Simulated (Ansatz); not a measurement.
Worked example: self-consistent single point of Lu3TlC (P4mm, 5 atoms in the cell) in Ansatz (a quantum-chemistry and plane-wave program).

Level of theory: LDA (PW92), default PAW files made with PBE (plane waves; Ansatz).

```xyz
5
Lattice="4.7318 0.0000 0.0000 0.0000 4.7318 0.0000 0.0000 0.0000 4.7318" Properties=species:S:1:pos:R:3 pbc="T T T"
Lu     2.3659     0.0000     2.3659
Lu     0.0500     2.3659     2.3659
Lu     2.3659     2.3659     0.0000
Tl     0.0000     0.0000     0.0000
C      2.3659     2.3659     2.3659
```

Reference input (self-consistent single point, DFT, LDA (PW92), plane waves, default PAW files made with PBE): basis.ecutwfc = 420 eV; kpoints.mp_grid.grid = 7 7 7; hamiltonian.xc = lda; hamiltonian.pseudopotentials = {kind: paw} (the program's default PAW files); scf.occupations.method = gaussian; scf.occupations.width = 0.1 eV. This run's input differs from it in these lines:

Ansatz 0.2 input:
```diff
@@ -15,3 +15,3 @@
   mp_grid:
-    grid: [7, 7, 7]
+    grid: [11, 11, 11]
 hamiltonian:
@@ -23,3 +23,3 @@
     method: gaussian
-    width: 0.1
+    width: 0.3
 output:
```

Output, abridged:

```
SCF iter   1: F=—  HF=-54871.412306 eV  |F-HF|=—  |Δ(HF+E_count)|=         —  Δρ=5.33e-3  dr2=2.96e-2  ethr=1.77e-3  ⟨swp⟩=6.0  Hψ=29406  notcnv=0
all-band conjugate gradients solve this SCF's bands
preconditioner: auto → Kerker (q_TF=auto, 2.665 Å⁻¹)
SCF iter   2: F=—  HF=-54871.397079 eV  |F-HF|=—  |Δ(HF+E_count)|=   1.52e-2  Δρ=2.50e-3  dr2=4.50e-3  ethr=3.22e-5  ⟨swp⟩=3.0  Hψ=17660  notcnv=0  defer=7
   [... lines left out ...]
SCF iter   6: F=—  HF=-54871.395955 eV  |F-HF|=—  |Δ(HF+E_count)|=   5.05e-6  Δρ=8.06e-5  dr2=4.01e-6  ethr=5.60e-8  ⟨swp⟩=2.3  Hψ=12501  notcnv=0  defer=7
SCF iter   7: F=—  HF=-54871.395955 eV  |F-HF|=—  |Δ(HF+E_count)|=   2.86e-7  Δρ=1.87e-5  dr2=2.43e-7  ethr=4.36e-9  ⟨swp⟩=2.0  Hψ=12194  notcnv=0  defer=7
SCF iter   8: F=—  HF=-54871.395955 eV  |F-HF|=—  |Δ(HF+E_count)|=   2.09e-7  Δρ=1.55e-5  dr2=1.98e-7  ethr=1.09e-10  ⟨swp⟩=14.7  Hψ=53575  notcnv=0
SCF iter   9: F=-54871.395955 eV  HF=-54871.395955 eV  |F-HF|=4.04e-8  |Δ(HF+E_count)|=   2.71e-7  Δρ=4.76e-6  dr2=2.49e-8  ethr=1.09e-10  ⟨swp⟩=5.9  Hψ=45465  notcnv=0
SCF 1 converged in 9 iterations: F = -54871.395955 eV  dr2 = 2.49e-8
Free energy (F): -54871.395955 eV
Internal energy: -54871.356215 eV  (E = F + TS)
E sigma→0 (E₀):  -54871.376085 eV
Entropy (-TS):   -0.039740 eV (-7.948 meV/atom)
Fermi energy:    14.362303 eV
--- Forces (eV/Å), atoms counted from 1 ---
  atom   1  Lu     0.16492099    -0.00000000     0.00000000
  atom   2  Lu    -0.49605895     0.00000000     0.00000000
  atom   3  Lu     0.16492099    -0.00000000     0.00000000
  atom   4  Tl     0.02265181     0.00000000     0.00000000
  atom   5  C      0.14355981    -0.00000000     0.00000000
--- Stress (GPa, compression-positive) ---
       -4.158670      -0.000000       0.000000
        0.000000      -4.313403       0.000000
        0.000000       0.000000      -4.313403
  P = ⅓ Tr σ = -4.2618 GPa (-42.618 kbar)
  The stress holds the Pulay correction. Without it, at fixed plane waves, as pw.x and ABINIT print it: P = -4.3654 GPa
```

The run converged in 9 iterations. Against the reference run the free energy drops by 3.0 meV/atom, the pressure stays at -4.26 GPa and the largest force hardly changes (0.491 to 0.496 eV/Å).

The starting cell comes from a database of computed structures (which also holds hypothetical and non-ambient phases and stackings), without a prior relaxation at this level. Its lattice was rescaled by up to half a per cent. One atom was moved a little off its site on purpose. With a pressure of about -4 GPa the cell is away from its equilibrium volume at this level. Ansatz's pressure includes its estimate of the finite-basis (Pulay) stress.

Cost on one core of a shared machine: roughly 90 s.
